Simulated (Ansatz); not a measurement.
System: La-vacancy pair (La on one host Hf site, one O site vacant) in monoclinic HfO2 (charge state +1). These are PBE, PAW (plane waves to 420 eV; Ansatz, an electronic-structure program) values and carry that method's errors.

Cell of 96 host sites held at the relaxed PBE lattice; the Γ point alone; Fermi-Dirac width 0.01 eV, spin-restricted; finite-size errors left in. Static, classical nuclei. Spin-orbit coupling is left out. The charge state is imposed; whether it is stable for some Fermi level was not computed. Forms of the defect that were not tried may lie lower. The start lies 0.066 eV above the lowest site run (PBE).

Barriers: single points on a 2×2×2 k-point mesh shifted by half a step at the bands' geometries.

The step: a nearby O atom hops onto the vacant site (La-vacancy distance between ideal sites 2.05 → 3.82 Å); the atom moves 2.06 Å along (-0.05, -0.12, -0.37) of the unit cell; the moving atom starts with neighbours Hf at 2.06, Hf at 2.08, Hf at 2.28; O at 2.58, O at 2.67 Å and ends with Hf at 2.04, Hf at 2.08; La at 2.31; O at 2.43 Å.

### Question
Give the migration barrier of this step at the level PBE, PAW.

### Answer
0.52 eV forward and 0.10 eV backward. At the saddle the moving atom has neighbours Hf at 2.05, Hf at 2.47, Hf at 2.52; La at 2.45; O at 2.51, O at 2.55 Å. The saddle point's order was not checked.
